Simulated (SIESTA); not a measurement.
Worked example: self-consistent single point of Zr2Sb3Pd (P-4m2, 6 atoms in the cell) in SIESTA.

Level of theory: GGA PBEsol, numerical atomic orbitals TZP, PseudoDojo PBEsol standard norm-conserving potentials (rewritten from UPF to PSML) (SIESTA).

```yaml
crystal:
  lattice:
    - [3.96126, 0.00000, 0.00000]
    - [0.00000, 3.96126, 0.00000]
    - [0.00000, 0.00000, 8.73892]
  atoms:
    - { symbol: Zr, position: [0.50000, 0.00000, 0.73919] }
    - { symbol: Zr, position: [0.00000, 0.50000, 0.26081] }
    - { symbol: Sb, position: [0.50000, 0.00000, 0.38377] }
    - { symbol: Sb, position: [0.00000, 0.50000, 0.61623] }
    - { symbol: Sb, position: [0.00000, 0.00000, 0.00000] }
    - { symbol: Pd, position: [0.50000, 0.50000, 0.00000] }
```

Reference input (self-consistent single point, DFT, GGA PBEsol, numerical atomic orbitals TZP, PseudoDojo PBEsol standard norm-conserving potentials (rewritten from UPF to PSML)): XC.functional = GGA; XC.authors = PBEsol; potentials = PseudoDojo PBEsol standard; PAO.BasisSize = TZP; PAO.EnergyShift = 0.01 Ry; MeshCutoff = 350 Ry; kgrid.MonkhorstPack = 7 7 3; OccupationFunction = MP; OccupationMPOrder = 0; ElectronicTemperature = 136 meV; MaxSCFIterations = 150; SCF.Mixer.Method = Pulay. This run's input differs from it in these lines:

```diff
@@ -33,4 +33,4 @@
 %block kgrid.MonkhorstPack
-    7   0   0  0.0
-    0   7   0  0.0
+    6   0   0  0.0
+    0   6   0  0.0
     0   0   3  0.0
```

The program printed (abridged):

```
        iscf     Eharris(eV)        E_KS(eV)     FreeEng(eV)     dDmax    Ef(eV) dHmax(eV)
   scf:    1   -13819.450316   -13829.908423   -13829.927219  1.710518 -4.111079  4.705661
   scf:    2   -13831.178377   -13830.886365   -13830.921342  0.095958 -4.197449  3.414510
   scf:    3   -13831.325213   -13831.199124   -13831.224245  0.034995 -4.304220  2.079313
   scf:    4   -13831.602867   -13831.440430   -13831.468572  0.059795 -4.417621  1.180357
   scf:    5   -13831.525493   -13831.492264   -13831.518542  0.022214 -4.467157  0.222161
   [... 4 lines left out ...]
   scf:   10   -13831.494362   -13831.494447   -13831.521886  0.000164 -4.470778  0.016743
   scf:   11   -13831.494697   -13831.494589   -13831.521893  0.000228 -4.470678  0.011836
   scf:   12   -13831.494484   -13831.494540   -13831.521900  0.000111 -4.470701  0.000062
   scf:   13   -13831.494539   -13831.494539   -13831.521900  0.000007 -4.470700  0.000056
SCF Convergence by DM+H criterion
max |DM_out - DM_in|         :     0.0000065708
max |H_out - H_in|      (eV) :     0.0000564043
SCF cycle converged after 13 iterations

Using DM_out to compute the final energy and forces

siesta: E_KS(eV) =           -13831.4945

siesta: E_KS - E_eggbox =    -13831.4945

siesta: Atomic forces (eV/Ang):
     1    0.000000   -0.000000    0.218531
     2   -0.000000    0.000000   -0.218534
     3    0.000000   -0.000000   -0.068793
     4   -0.000000    0.000000    0.068782
     5   -0.000000   -0.000000    0.000005
     6    0.000000    0.000000    0.000008
   Tot    0.000000    0.000000    0.000000
   Max    0.218534
   Res    0.076368    sqrt( Sum f_i^2 / 3N )
   Max    0.218534    constrained

   [... lines left out ...]
siesta: FreeEng =    -13831.521900
siesta: Cell volume =        137.127469 Ang**3
siesta:         -51.07808810        -55.18012813  kBar
   [... lines left out ...]

              0.146   0.172   0.146   0.170   0.157   0.119   0.188   0.119

              0.109

mulliken: Qtot =       87.000

Mulliken Atomic Populations:
Atom #   charge [q] valence [e]  Species
     1     0.498840   11.501160  Zr
     2     0.498843   11.501157  Zr
     3    -0.259312   15.259312  Sb
     4    -0.259312   15.259312  Sb
     5    -0.201150   15.201150  Sb
     6    -0.277909   18.277909  Pd
 Total     0.000000
```

The run converged in 13 iterations. Against the reference run the free energy rises by 4.1 meV/atom, the pressure stays near -5.11 GPa while the zz stress (positive for compression) goes from -4.94 to -5.36 GPa and the largest force goes from 0.110 to 0.219 eV/Å.

The starting cell comes from a database of computed structures (which also holds hypothetical and non-ambient phases and stackings), without a prior relaxation at this level. Spin polarisation is off. Values carry the incompleteness of an atom-centred basis. With a pressure of about -5 GPa the cell is away from its equilibrium volume at this level.

Cost on one core of a shared machine: roughly 2 min.
